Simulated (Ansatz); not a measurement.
Consider this model of amorphous Al$_{28}$O$_{45}$Mo.

```xyz
74
Lattice="9.5782 -0.2662 -0.0816 -0.2662 9.1737 -0.0453 -0.0816 -0.0453 9.3440" Properties=species:S:1:pos:R:3 pbc="T T T"
Al     6.1293     1.7121     3.7243
Al     4.6211     5.2937     7.9233
Al     6.9135     8.3975     2.5274
Al     1.9508     2.7263     0.5811
Al     8.9943     1.2448     2.0660
Al     2.2216     3.2846     6.9324
Al     7.0066     3.6314     0.3813
Al     0.2084     7.9434     0.7699
Al     8.7977     6.8466     4.6371
Al     7.1986     6.2383     0.3337
Al     2.3149     2.0684     3.7039
Al     3.5001     7.8604     8.1359
Al     9.2564     4.5576     7.2484
Al     8.5176     1.6378     8.6579
Al     4.1538     3.5978     1.9214
Al     3.7207     0.5826     5.4817
Al     3.3817     0.1276     1.7538
Al     4.2222     4.4697     4.9272
Al     4.5498     6.6117     1.4829
Al     8.4712     7.8049     7.1327
Al     1.7575     0.2631     8.2780
Al     9.0378     0.8156     4.8626
Al     5.5365     7.1334     5.6282
Al     5.8053     1.1400     0.5298
Al     6.7246     5.0454     3.2539
Al     6.7323     0.8307     6.5432
Al     2.7634     7.5101     3.9597
Al     1.9327     5.7970     0.0905
O      7.6720     0.6791     3.6379
O      0.9781     7.0243     4.1198
O      0.8181     6.3903     1.2913
O      1.4470     3.8072     3.1217
O      6.1331     7.3915     1.1941
O      8.2276     1.6695     6.1473
O      4.9963     5.1782     2.3695
O      9.1600     8.3936     5.4593
O      6.6726     1.0752     8.2768
O      8.5381     8.6259     1.6833
O      6.1737     5.0348     8.6711
O      5.5818     0.5663     2.3539
O      4.6482     6.8679     7.1546
O      5.4323     1.2890     5.3861
O      0.7616     4.1043     5.8439
O      6.6585     3.3173     3.5412
O      3.0169     1.9630     1.8502
O      8.2500     3.4559     8.3038
O      8.3832     7.0143     8.8099
O      5.6952     5.4500     4.9925
O      7.2073     7.0216     3.6930
O      3.8247     4.1848     6.7479
O      2.1169     2.0941     8.2679
O      4.2022     8.0304     4.8964
O      1.2945     4.6605     8.0929
O      2.7576     4.2674     0.9121
O      1.7023     7.4659     8.3176
O      7.5575     1.8790     1.0303
O      3.9606     3.1563     3.7287
O      3.6937     6.2141     9.2446
O      8.7871     5.0584     3.9170
O      3.3354     7.5566     2.2721
O      0.2877     2.3148     0.7991
O      8.7290     6.0704     6.3819
O      2.8909     0.2993     3.7919
O      2.5108     2.1020     5.5561
O      0.5027     1.6276     3.6068
O      6.7701     8.2048     6.4140
O      9.4873     0.1256     8.0434
O      3.1842     0.0000     7.0698
O      4.4128    -0.0477     0.1614
O      1.7825     0.0356     0.8148
O      2.8473     5.6257     4.5092
O      7.5186     4.9522     1.5194
O      5.3130     2.9082     0.6775
Mo     0.9819     5.0286     4.2428
```

Computed with PBE, scalar-relativistic without spin-orbit coupling (plane waves to 420 eV, PAW; Ansatz, an electronic-structure program).

Preparation: random packing, a CHGNet melt and quench, and a DFT relaxation. O atoms were pushed apart under 1.9 Å during the dynamics, to hinder bonds among them. The hot cell started wider than the set density and was brought back towards it in steps. It is the lowest in DFT energy of 2 quenches. It is a model cell: composition and starting density were chosen by hand, and all elements were melted together. No dispersion term was used. Its density started from a set value of 3.18 and ended at 3.18 g/cm³. The simulated quench (nominally 340 K/ps over its main leg) is rapid and tends to freeze in more defects than a deposited or slowly cooled glass has. Values belong to this one cell and scatter from quench to quench. The volume was held where the preparation left it and the shape relaxed, at a PBE pressure of -1.0 GPa (tension). Stress components on the final sampling reach 1.1 GPa.

Neighbours within Al-Al 2.66 Å, Al-O 2.26 Å, Al-Mo 2.85 Å, O-O 1.58 Å, O-Mo 2.42 Å, Mo-Mo 3.04 Å count as bonded. Two cations that share two anions don't count as bonded, nor two that share one unless they lie closer than Al-Al 2.59 Å, Al-Mo 2.77 Å, Mo-Mo 2.95 Å.

### Question
Give the coordination numbers, mean bond lengths and angles.

### Answer

```json
{
 "Mean coordination of Al by anions": "4.68 (11 with 4, 15 with 5, 2 with 6)",
 "Mean coordination of O": "3.02 (4 with 2, 36 with 3, 5 with 4)",
 "Mean coordination of Mo by anions": "5.00 (1 with 5)",
 "Mean Al-O bond": "1.868 Å (spread 0.090 Å, 131 counted)",
 "Mean O-Mo bond": "1.875 Å (spread 0.103 Å, 5 counted)",
 "Bond angle at Al": "mean 106.7°, spread 23.6°",
 "Bond angle at O": "mean 115.8°, spread 17.6°",
 "Bond angle at Mo": "mean 105.8°, spread 23.0°"
}
```

### Question
List the pairs of like atoms that count as bonded by the rules above.

### Answer
There are none by these rules.
